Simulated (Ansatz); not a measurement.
Inside the gap of an insulator the Bloch states are evanescent, with a wavenumber k + iκ along the transport direction.

Here is the system:

```
BaTiO3
1.0
    5.64325     0.00000     0.00000
    2.82162     4.97930     0.00000
    2.82162    -1.59893     2.32486
Ba Ti O
1 1 3
Direct
  0.91746   0.58254   0.58254
  0.89996   0.10004   0.10004
  0.93578   0.06422   0.56422
  0.43578   0.06422   0.56422
  0.45103   0.54897   0.54897
```

The cell is taken as given; by r2SCAN it stands under a pressure of -1.8 GPa.

Transport runs along the normal of the first two printed cell vectors, the (111) plane of the conventional cell.

The gap is the functional's own. No spin-orbit coupling. Mid-gap values are those at the computed energy nearest the middle.

**Question.** Compute, with r2SCAN in Ansatz (a quantum-chemistry and plane-wave program), the band gap and the smallest decay constant κ at mid-gap.

**Answer.** Gap 2.19 eV on a 14×14×14 mesh; κ = 0.303 1/Å, at the zone centre.
